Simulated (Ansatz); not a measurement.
**TiO2: response to strain**

Base system: TiO2 in the anatase structure (space group I4_1/amd, No. 141; a = 3.7780 Å, c = 9.5887 Å). Axes: x, y, z lie along a, b, c of the conventional cell.

Strains are applied to the cell and any free atomic positions relax; under biaxial strain the out-of-plane vector relaxes too; under stress the whole cell relaxes.

All numbers come from r2SCAN (Ansatz, an electronic-structure program, PAW, no spin-orbit coupling), earlier PAW set.

Notes on the quantities. energy relative to the base: free energy F.

| change | smallest direct gap | energy relative to the base | band gap | volume per atom | space group |
|---|---|---|---|---|---|
| base | 2.87 eV | 0 meV/atom | 2.53 eV | 11.41 Å³ | I4_1/amd (No. 141) |
| biaxial strain −4.23 %, plane normal [001], relaxed out of plane | 3.27 eV | +37 meV/atom | 2.98 eV | 11.20 Å³ | I4_1/amd (No. 141) |
| uniaxial strain ε_xx = +1.37 % | 2.82 eV | +2.3 meV/atom | 2.50 eV | 11.56 Å³ | Imma (No. 74) |
| uniaxial strain ε_xx = +3.72 % | 2.74 eV | +16 meV/atom | 2.45 eV | 11.83 Å³ | Imma (No. 74) |
| uniaxial strain ε_xx = +5.27 % | 2.69 eV | +30 meV/atom | 2.43 eV | 12.01 Å³ | Imma (No. 74) |
| uniaxial strain ε_zz = +4.62 % | 2.85 eV | +15 meV/atom | 2.63 eV | 11.93 Å³ | I4_1/amd (No. 141) |
| uniaxial stress, 5 GPa tension along x | 2.81 eV | +3.7 meV/atom | 2.47 eV | 11.47 Å³ | Imma (No. 74) |
| uniaxial stress, 2 GPa compression along x | 2.89 eV | +0.6 meV/atom | 2.57 eV | 11.39 Å³ | Imma (No. 74) |
| uniaxial stress, 1 GPa compression along x | 2.88 eV | +0.1 meV/atom | 2.55 eV | 11.40 Å³ | Imma (No. 74) |

Stability under load was not tested beyond the relaxation. All final runs are without spin polarisation.
